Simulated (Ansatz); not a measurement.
Start from ZnSiP$_{2}$ in the chalcopyrite structure (space group I-42d, No. 122; a = 5.419 Å, c = 10.540 Å).

Now apply this change: an isotropic linear strain of +2.25 %; the atoms relax in the strained cell.

The values are results of DFT with PBE, PAW potentials and a 420 eV plane-wave cutoff in Ansatz (a first-principles code), without spin-orbit coupling, not measurements.

Base, band edges from the VBM (valence, conduction): M -1.08, 1.56; G -0.88, 2.23; R -0.88, 2.23; X -0.54, 1.91; Γ 0.00, 1.36; S₀ -0.56, 1.67; S -0.56, 1.67; N -0.76, 2.72; P -0.88, 2.62 eV.

Question: Give the band edges at the high-symmetry points of the new zone, measured from its valence-band maximum.

Answer: 
```tsv
point	valence edge (eV)	conduction edge (eV)
Γ	0.00	1.51
X	-0.48	1.71
P	-0.80	2.42
N	-0.66	2.66
M	-0.94	1.68
S	-0.48	1.74
S₀	-0.48	1.74
R	-0.80	2.04
G	-0.80	2.04
```

The gap is 1.51 eV, direct at Γ.

No phonon test of stability was made.
